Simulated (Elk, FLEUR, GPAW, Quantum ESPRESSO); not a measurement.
NdMg3 (Fm-3m, 4 atoms in the cell) computed with different codes at matched settings

Self-consistent single point, at a second geometry (lattice scaled by 0.98). First geometry:

```
CELL_PARAMETERS angstrom
      0.00000     3.69455     3.69455
      3.69455     0.00000     3.69455
      3.69455     3.69455     0.00000
ATOMIC_POSITIONS crystal
  Nd 0.00000 0.00000 0.00000
  Mg 0.75000 0.75000 0.75000
  Mg 0.25000 0.25000 0.25000
  Mg 0.50000 0.50000 0.50000
```
Moments meant for the start (each program seeds them in its own way; μB, in the order of the atoms Nd Mg Mg Mg): 3.0 0.0 0.0 0.0.

Shared settings, as Quantum ESPRESSO writes them: occupations = smearing; smearing = gauss; degauss = 0.0147 Ry; nspin = 2; K_POINTS = automatic 5 5 5 0 0 0. Potentials and cutoffs stand in the table.

| code | model | ΔF from the first geometry (meV/atom) | size of the net moment (μB/atom) | cutoff |
|---|---|---|---|---|
| Quantum ESPRESSO | LDA (PZ), SSSP 1.1.2 efficiency (PBE) pseudopotentials | -10.5 | 0.89 | 50 Ry |
| Elk | LDA (PW92), all-electron FP-LAPW, Elk's shipped species files, APW+lo basis with extra local orbitals | – | 0.90 | rgkmax 7.5 |
| GPAW | LDA (Perdew-Wang 92), GPAW PAW datasets LDA (gpaw-data 1.0.1) | -18.5 | 0.01 | 800 eV |
| FLEUR | LDA (Perdew-Zunger), all-electron FLAPW (FLEUR), scalar-relativistic valence | – | 0.90 | Kmax 3.8 1/bohr |

A dash marks a value that a program does not give, or that is left out as unsure.

The net moments differ, which can mean other magnetic states; other values may part for that reason too.

On Quantum ESPRESSO's run: spin-orbit coupling is off. With one magnetic atom in the cell only a parallel order is possible. With U or open f shells several self-consistent states can exist. The f electrons are in the valence without U or exact exchange, which can misplace them near the Fermi level. Spin-orbit terms, which matter for f shells, are left out.

The spread over the programs that give each value: ΔF from the first geometry within 8.0 meV/atom; size of the net moment within 0.89 μB/atom.

Elk and FLEUR treat all electrons, but the usual bases taken here (sphere radii, linearisation, local orbitals, empty states) were not tested for convergence, so the values are no reference for the others. The same LDA comes in different parametrisations, which differ slightly.

The starting cell comes from a database of computed structures (which also holds hypothetical and non-ambient phases and stackings), without a prior relaxation at this level. For this run, on top of that: lattice scaled by 0.98.

Left out of this page: Ansatz (with a known weakness of the program).
